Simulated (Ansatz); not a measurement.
Partial pair distribution functions of a relaxed model of amorphous In₉Ga₉Zn₉O₃₈Sn, broadened by 0.06 Å; density 5.92 g/cm³. All values below come from PBE, scalar-relativistic without spin-orbit coupling (plane waves to 420 eV, PAW; Ansatz, a program for electronic structure).

A CHGNet melt-quench gave the starting glass, which DFT then relaxed. O atoms were pushed apart under 1.9 Å during the dynamics, to hinder bonds among them. The hot cell started wider than the set density and was brought back towards it in steps. It is the lowest in DFT energy of 2 quenches. It is a model cell: composition and starting density were chosen by hand, and all elements were melted together. No dispersion term was used. Its density started from a set value of 5.91 and ended at 5.92 g/cm³. Cooling (nominally 260 K/ps over its main leg) ran many orders faster than in experiment, which tends to leave more defects and strain. Values belong to this one cell and scatter from quench to quench. Volume and shape were free in the relaxation.

| r (Å) | g In-O | g Ga-O | g In-In | g Ga-Ga |
|---|---|---|---|---|
| 1.60 | 0.00 | 0.00 | 0.00 | 0.00 |
| 1.70 | 0.00 | 0.18 | 0.00 | 0.00 |
| 1.80 | 0.00 | 3.28 | 0.00 | 0.00 |
| 1.90 | 0.06 | 9.79 | 0.00 | 0.00 |
| 2.00 | 1.32 | 5.82 | 0.00 | 0.00 |
| 2.10 | 5.66 | 1.84 | 0.00 | 0.00 |
| 2.20 | 6.77 | 0.35 | 0.00 | 0.00 |
| 2.30 | 3.86 | 0.02 | 0.00 | 0.00 |
| 2.40 | 1.72 | 0.00 | 0.00 | 0.00 |
| 2.50 | 0.78 | 0.00 | 0.00 | 0.00 |
| 2.60 | 0.57 | 0.10 | 0.00 | 0.00 |
| 2.70 | 0.10 | 0.17 | 0.00 | 0.00 |
| 2.80 | 0.00 | 0.17 | 0.00 | 0.00 |
| 2.90 | 0.00 | 0.15 | 0.00 | 0.00 |
| 3.00 | 0.07 | 0.30 | 0.00 | 0.10 |
| 3.10 | 0.27 | 0.29 | 0.14 | 1.01 |
| 3.20 | 0.19 | 0.55 | 1.35 | 1.85 |
| 3.30 | 0.19 | 0.55 | 1.52 | 3.51 |
| 3.40 | 0.23 | 0.51 | 1.17 | 2.46 |
| 3.50 | 0.68 | 0.66 | 2.67 | 3.61 |
| 3.60 | 0.80 | 0.94 | 4.48 | 1.63 |
| 3.70 | 0.82 | 0.98 | 3.57 | 0.18 |
| 3.80 | 1.13 | 1.28 | 1.78 | 0.00 |
| 3.90 | 1.17 | 1.42 | 1.40 | 0.00 |
| 4.00 | 0.82 | 1.37 | 1.26 | 0.00 |
| 4.10 | 1.22 | 1.16 | 1.38 | 0.06 |
| 4.20 | 1.39 | 1.23 | 0.82 | 0.55 |
| 4.30 | 1.27 | 1.11 | 0.29 | 0.30 |
| 4.40 | 1.29 | 1.20 | 0.01 | 0.05 |

Within 2.76 Å each In has 5.89 O neighbours on average.
